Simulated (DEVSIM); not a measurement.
Structure: Co/Si3N4/n-Si capacitor, at 300 K.

```
layer (left to right)  material  thickness (nm)  Nd (cm⁻³)
---------------------  --------  --------------  ---------
1                         Si3N4            4.40          -
2                            Si            1000       3e17
```

Metal gate on the left, work function 5 eV. Fixed charge at the semiconductor interface 1.6e11 cm⁻² (in units of +e); interface traps 2.8e11 cm⁻² eV⁻¹, uniform in energy, neutral level at 0.5 of the gap above the valence band.

This is a model device: material constants are rounded textbook-type values typed into the input, and sizes, dopings and lifetimes were drawn at random. Values at 300 K.

```
parameter      Si3N4       Si
-------------  -----  -------
gap (eV)         5.1    1.124
affinity (eV)    2.1     4.05
permittivity     7.5     11.7
Nc (cm⁻³)          -  2.86e19
Nv (cm⁻³)          -   3.1e19
```

Model (solved in DEVSIM): 1D Poisson equation in equilibrium, Boltzmann statistics, complete ionisation; no quantum confinement or tunnelling. Metal contacts follow the ideal Schottky-Mott rule: no Fermi-level pinning, no interface dipoles.

The gate work function was swept, all else fixed.

```csv
gate work function (eV),flat-band voltage (V),threshold voltage (band bending 2φF) (V)
4.7,0.53,-0.58
4.85,0.68,-0.43
5,0.83,-0.28
5.15,0.98,-0.13
5.3,1.13,0.02
```

From the first row to the last the flat-band voltage goes from 0.53 to 1.13. From the first row to the last the threshold voltage (band bending 2φF) goes from -0.58 to 0.02.
